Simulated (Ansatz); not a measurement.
For rock-salt TaC, RPBE (plane waves, PAW; Ansatz, an electronic-structure program) gives:

| Quantity | Value |
|---|---|
| lattice parameter a | 4.495 Å |
| bulk modulus B0 | 312 GPa |
| elastic constant C11 | 689 GPa |
| elastic constant C44 | 176 GPa |
| polycrystal shear modulus | 213 GPa |
| enthalpy of formation | -0.555 eV/atom |

Task: What does HSE06 in Ansatz (PAW) give for the same quantities?

Result: 
- lattice constant a: 4.448 Å (falls by 1.0 %)
- bulk modulus: 352 GPa (goes up by 13 %)
- elastic constant C11: 745 GPa (rises by 8.1 %)
- elastic constant C44: 208 GPa (goes up by 18 %)
- Voigt–Reuss–Hill shear modulus: 240 GPa (grows by 13 %)
- formation enthalpy: -0.720 eV/atom (moves by -0.165 eV/atom)

For comparison: lattice constant a 4.456 Å (measured, 300 K, not corrected to a static lattice; as tabulated in Wikipedia's data pages); bulk modulus 305 ± 5 GPa (measured, room temperature, no zero-point or thermal correction, our sources range from 305 to 345; as tabulated in Speziale et al., equation of state of TaC (DESY record 425561)); elastic constant C11 550 GPa (measured, temperature not stated, not corrected to a static lattice; as tabulated in Wu et al. (2005), arXiv:cond-mat/0412374); elastic constant C44 190 GPa (measured, temperature not stated, not corrected to a static lattice; as tabulated in Wu et al. (2005), arXiv:cond-mat/0412374); formation enthalpy -0.747 eV/atom (measured, 298 K, copied from a table, unchecked, no zero-point or thermal correction; as tabulated in Wang et al. (2021), doi:10.1038/s41598-021-94550-5).

Changes are worked out from the printed values.

Unless a cell is named, each level is at its own relaxed cell (RPBE 11.35, HSE06 11.00 Å³/atom).

Levels without +SOC leave out spin–orbit coupling, which shifts energies and cells of such heavy elements.

Caveats: hybrids on metals are sensitive to the k mesh (HSE06); the run warned that the count of filled bands differs between k points (HSE06). Ansatz's density-functional and Hartree–Fock values are scalar-relativistic unless marked +SOC, with PAW data made under PBE.
